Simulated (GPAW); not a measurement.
**Refining one setting for K2RbScCl6 (Fm-3m, 10 atoms in the cell)**

```xyz
10
Lattice="0.0000 5.5812 5.5812 5.5812 0.0000 5.5812 5.5812 5.5812 0.0000" Properties=species:S:1:pos:R:3 pbc="T T T"
K      8.3717     8.3717     8.3717
K      2.7906     2.7906     2.7906
Rb     5.5812     5.5812     5.5812
Sc     0.0000     0.0000     0.0000
Cl     2.4934     5.5812     5.5812
Cl     8.6689     5.5812     5.5812
Cl     5.5812     2.4934     5.5812
Cl     5.5812     8.6689     5.5812
Cl     5.5812     5.5812     2.4934
Cl     5.5812     5.5812     8.6689
```

Method: PBEsol, GPAW PAW datasets PBEsol (made by gpaw-setup) (plane waves; GPAW).

The starting cell comes from a database of computed structures (which also holds hypothetical and non-ambient phases and stackings), without a prior relaxation at this level.

Held fixed: mode = pw; ecut = 850 eV; xc = PBEsol; mesh shift (steps) = 0 0 0; occupations.name = fermi-dirac; occupations.width = 0 eV; nbands = -6; convergence.density = 1e-05 e/electron; convergence.energy = 1e-05 eV/electron; convergence.bands = -4; symmetry.symmorphic = false; symmetry.tolerance = 0.0005; maxiter = 120.

ΔF is the free energy per atom less that of the last row (4 4 4).

| kpts | ΔF (meV/atom) | pressure (GPa) | largest force (eV/Å) | gap on the mesh (eV) | k-points | plane waves |
|---|---|---|---|---|---|---|
| 1 1 1 | 138.8 | 0.62 | 0.220 | – | 1 | 9802 |
| 2 2 2 | 1.00 | -1.06 | 0.145 | 4.022 | 3 | 19603 |
| 3 3 3 | 0.02 | -1.08 | 0.145 | 4.027 | 4 | 19603 |
| 4 4 4 | 0.00 | -1.08 | 0.144 | 4.025 | 8 | 19624 |

Gap on the mesh within 0.01 eV of the last row: from kpts = 2 2 2 on.

Pressure within 0.5 GPa of the last row: from kpts = 2 2 2 on; the one before it is off by 1.7 GPa. The value it settles on is -1.1 GPa at this level of theory and with the other settings as held.

The gap is read on the k-point mesh of the run and can differ from the gap over the whole zone at this level.
